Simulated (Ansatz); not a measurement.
Consider TiB2 (space group P6/mmm, No. 191; a = 3.032 Å, c = 3.224 Å).

Calculations: PBE, PAW, 420 eV (Ansatz, a first-principles code; no spin-orbit coupling).

One change was made to it. Results:

The c/a ratio shrinks by 0.0047 (1.063 → 1.059); the volume per atom shrinks by 0.283 Å³, from 8.56 Å³ to 8.27 Å³.

Question: Which change produced these results?
A) pressure −1 GPa
B) pressure −2 GPa
C) pressure 2.1 GPa
D) pressure 9 GPa
E) pressure 30 GPa

Answer: D, pressure 9 GPa. For comparison, the volume per atom in the other runs: pressure 30 GPa gives 7.75 Å³; pressure −1 GPa gives 8.59 Å³; pressure −2 GPa gives 8.63 Å³; pressure 2.1 GPa gives 8.49 Å³.

Load acts through the strain it causes; cell and atoms are relaxed under it. No phonon test of stability was made. No other phases were tried under pressure. The final runs are not spin-polarised.
